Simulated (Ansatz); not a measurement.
The reference is WC (space group P-6m2, No. 187; a = 2.898 Å, c = 2.828 Å).

One thing is altered: cell and atoms relaxed at a pressure of 22.5 GPa.

Levels (all Ansatz, a program for electronic structure, PAW): PBEsol (420 eV, no SOC); PBEsol+SOC (420 eV, spin-orbit coupling included).

The geometry is relaxed with PBEsol.

```
Item               Result
---------------  --------
PBEsol pressure  22.5 GPa
```

How does going to PBEsol+SOC change the pressure?

The pressure shrinks by 0.5 GPa (22.5 GPa → 22.0 GPa).

Single points use the geometry relaxed with PBEsol. The spin-orbit shifts are approximate. Load acts through the strain it causes; cell and atoms are relaxed under it. Stability against distortions was not tested. Competing high-pressure phases were not computed. The runs without spin-orbit coupling are not spin-polarised.
